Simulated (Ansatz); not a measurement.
We consider AlB2-type HfB₂, described by PBE-D3(BJ) (Ansatz, a first-principles code, PAW).

Numerical settings: plane-wave cutoff 520 eV, 24×24×16 k mesh (along the axes of the cell as run), Fermi–Dirac smearing 0.05 eV, scalar-relativistic PAW data made under PBE.

Response to compression and expansion:

Shape and atoms are relaxed at each volume.

```tsv
V (Å³/atom)	P (GPa)	c (Å)	a (Å)
9.333	11.45	3.401	3.083
9.528	5.44	3.428	3.103
9.722	0.00	3.455	3.122
9.917	-4.94	3.482	3.141
10.111	-9.41	3.509	3.159
```

Note: the bulk modulus comes from volumes at which shape and atoms were relaxed.
